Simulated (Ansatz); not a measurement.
# How far to go with the plane-wave cutoff: InSe (P3m1, 8 atoms in the cell)

```xyz
8
Lattice="4.0676 0.0000 0.0000 -2.0338 3.5226 0.0000 0.0000 0.0000 18.1423" Properties=species:S:1:pos:R:3 pbc="T T T"
In     0.0000     0.0000    10.5252
In     0.0000     0.0000     7.6671
In     0.0000     2.3484    16.7383
In     0.0000     2.3484     1.4040
Se     2.0338     1.1742    15.4754
Se     2.0338     1.1742     2.6669
Se     0.0000     2.3484    11.7384
Se     0.0000     2.3484     6.4039
```

Computed with LDA (PW92), default PAW files made with PBE (plane waves; Ansatz, a first-principles code).

Base settings: basis.ecutwfc = 420 eV; kpoints.mp_grid.grid = 4 4 1; hamiltonian.xc = lda; hamiltonian.pseudopotentials = {kind: paw} (the program's default PAW files); scf.occupations.method = fixed.

The second cell is the first with its lattice scaled by 0.98.

The mesh stays at the base's, so the ladder's end is converged at best in this setting alone.

The first pressure column holds Ansatz's estimate of the finite-basis (Pulay) stress, which hides part of the cutoff error; the other is without it.

Only quantities that move along the ladder and can be compared are tabulated.

The count of work is k-points × plane waves × bands × iterations; it is no time. 

The starting cell comes from a database of computed structures (which also holds hypothetical and non-ambient phases and stackings), without a prior relaxation at this level. Its lattice was rescaled by up to half a per cent. One atom was moved a little off its site on purpose.

| basis.ecutwfc | free energy less the last step's (meV/atom) | energy of the compressed cell less the first (meV/atom) | pressure (GPa) | pressure without the Pulay estimate (GPa) | largest difference of a force vector from the last step's (eV/Å) | count of work / last |
|---|---|---|---|---|---|---|
| 145 eV | 42325.25 | -483.90 | 9.71 | -708.41 | 3.586 | 0.071 |
| 170 eV | 16898.55 | 69.18 | -7.63 | -349.20 | 1.289 | 0.089 |
| 190 eV | 7926.68 | 282.56 | -1.32 | -191.30 | 0.110 | 0.10 |
| 210 eV | 3720.05 | 6.48 | -2.62 | -105.19 | 0.377 | 0.10 |
| 230 eV | 1627.02 | -19.38 | -2.51 | -55.09 | 0.150 | 0.12 |
| 250 eV | 664.71 | -18.45 | -2.40 | -27.78 | 0.099 | 0.14 |
| 295 eV | 65.99 | -14.55 | -2.48 | -6.09 | 0.010 | 0.16 |
| 335 eV | 6.61 | -15.15 | -2.51 | -2.89 | 0.004 | 0.19 |
| 380 eV | 1.97 | -15.34 | -2.53 | -2.55 | 0.002 | 0.23 |
| 420 eV | 1.33 | -15.44 | -2.53 | -2.56 | 0.001 | 0.27 |
| 460 eV | 0.78 | -15.47 | -2.54 | -2.55 | 0.000 | 0.31 |
| 505 eV | 0.54 | -15.49 | -2.54 | -2.54 | 0.000 | 0.36 |
| 565 eV | 0.35 | -15.49 | -2.54 | -2.54 | 0.000 | 0.42 |
| 630 eV | 0.15 | -15.50 | -2.54 | -2.54 | 0.000 | 0.49 |
| 735 eV | 0.07 | -15.50 | -2.54 | -2.54 | 0.000 | 0.62 |
| 840 eV | 0.02 | -15.50 | -2.54 | -2.54 | 0.000 | 0.76 |
| 1010 eV | 0.00 | -15.50 | -2.54 | -2.54 | 0.000 | 1.0 |

Coarsest basis.ecutwfc that holds the pressure without the Pulay estimate within 0.1 GPa of the last step, with all finer ones: 380 eV, at 0.23 of the last step's count of work; the step before is off by 0.35 GPa.

Coarsest basis.ecutwfc that holds the free energy within 1 meV/atom of the last step, with all finer ones: 460 eV, at 0.31 of the last step's count of work; the step before is off by 1.3 meV/atom.

Coarsest basis.ecutwfc that holds the pressure within 0.05 GPa of the last step, with all finer ones: 335 eV, at 0.19 of the last step's count of work; the step before is off by 0.06 GPa.

The energy difference between the two cells stays within 1 meV/atom of the last step's from 295 eV on, the total only from 460 eV on: much of the error is common to both cells and cancels.

At the lowest cutoff the pressure without the Pulay estimate lies 706 GPa under the last step's, the usual sign of Pulay stress in an incomplete plane-wave basis.

Keys are those of Ansatz 0.2.
